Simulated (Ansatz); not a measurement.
Functionals compared on a constructed model of the (0001) surface of hcp Ti, a pseudomorphic layer of Zn in the host's stacking (bottom of the slab: a bare face, its two planes held), in Ansatz (plane waves, PAW). The structure was relaxed with PBE; the other rows are single points on it. Cutoff 420 eV (500 eV for r2SCAN).

Model: 7-atom slab, 14.0 Å thick at the start, 15x15x1 mesh, Fermi-Dirac 0.1 eV, dipole correction, 2 atoms held, the rest relaxed; symmetry of the start imposed; no spin, no spin-orbit, no U. It is one candidate, not shown to be the stable structure of the face. These notes are the PBE run's.

```json
[
 {"functional": "PBE", "work function of the top face (eV)": "4.38", "rough cost of the single point": "–"},
 {"functional": "RPBE", "work function of the top face (eV)": "4.24", "rough cost of the single point": "very roughly 22 core-seconds"},
 {"functional": "r2SCAN", "work function of the top face (eV)": "4.50", "rough cost of the single point": "around 40 core-seconds (rough)"}
]
```

Ansatz is a quantum-chemistry and plane-wave program.
